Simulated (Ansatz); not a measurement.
Point defects in GaN

Start from a 16-atom supercell of GaN in the zinc blende structure (space group F-43m, No. 216) at its relaxed geometry.

```xyz
16
Lattice="0.0000 4.5485 4.5485 4.5485 0.0000 4.5485 4.5485 4.5485 0.0000" Properties=species:S:1:pos:R:3 pbc="T T T"
N      3.4114     3.4114     3.4114
N      5.6856     5.6856     3.4114
N      5.6856     3.4114     5.6856
N      7.9599     5.6856     5.6856
N      3.4114     5.6856     5.6856
N      5.6856     7.9599     5.6856
N      5.6856     5.6856     7.9599
N      7.9599     7.9599     7.9599
Ga     0.0000     0.0000     0.0000
Ga     2.2743     2.2743     0.0000
Ga     2.2743     0.0000     2.2743
Ga     4.5485     2.2743     2.2743
Ga     0.0000     2.2743     2.2743
Ga     2.2743     4.5485     2.2743
Ga     2.2743     2.2743     4.5485
Ga     4.5485     4.5485     4.5485
```

One neutral defect a cell, atoms relaxed at fixed cell.

Method: DFT with PBE, PAW potentials and a 420 eV plane-wave cutoff in Ansatz (an electronic-structure program), no spin-orbit coupling.

```tsv
change	largest displacement of a host atom from its site in the perfect cell	pressure
perfect supercell	–	0.0 GPa
Ga vacancy	0.18 Å	2.3 GPa
N vacancy, symmetric start	0.04 Å	-0.7 GPa
N interstitial (started 1.97 Å from the nearest host atom)	0.71 Å	12.9 GPa
In on a Ga site	0.12 Å	7.7 GPa
```

The magnetic state is the one reached from the starting moments; the real material's order can differ, and small cells can't hold many antiferromagnetic ones. In so small a cell the defect repeats every few ångströms: this is an ordered compound, not a dilute defect. A case with no gap was solved on a k-mesh chosen for an insulator, which is coarse for it. Defects with a symmetric start kept the site's symmetry and may sit on a saddle; the others started slightly shaken. Seeded moments were not kept for N vacancy, N interstitial (started 1.97 Å from the nearest host atom) and In on a Ga site. This is not the structure that GaN has at room temperature and ambient pressure.
